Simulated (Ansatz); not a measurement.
The starting structures come from a database of crystals and need not be the phases stable at ambient conditions.

 Where the default PAW files enter, the runs use the earlier of Ansatz's two default sets.

Tunnelling through a barrier is set by its complex band structure: the current falls as exp(−2κd) with the smallest κ.

Here is the system:

```xyz
4
Lattice="3.8075 0.0000 0.0000 0.0000 7.4626 0.0000 1.9037 0.0000 3.2974" Properties=species:S:1:pos:R:3 pbc="T T T"
N      1.9037     5.0459     1.0991
N      3.8075     2.4167     2.1982
N      3.8075     1.3146     2.1982
N      1.9037     6.1480     1.0991
```

Space group of this cell: P6_3/mmc. The cell was relaxed by PBE-D3(BJ); by r2SCAN its mean pressure is -1.4 GPa.

Transport runs along the normal of the first two printed cell vectors, the (100) plane of the conventional cell.

The gap is the functional's own, uncorrected, and κ follows it; spin-orbit coupling is left out. Mid-gap values are interpolated between the computed energies.

Task: State the band gap and the smallest decay constant κ at mid-gap according to r2SCAN run with Ansatz (an electronic-structure program).

Result: Gap 7.79 eV on a 10×4×10 mesh; κ = 0.944 1/Å, at the zone centre.
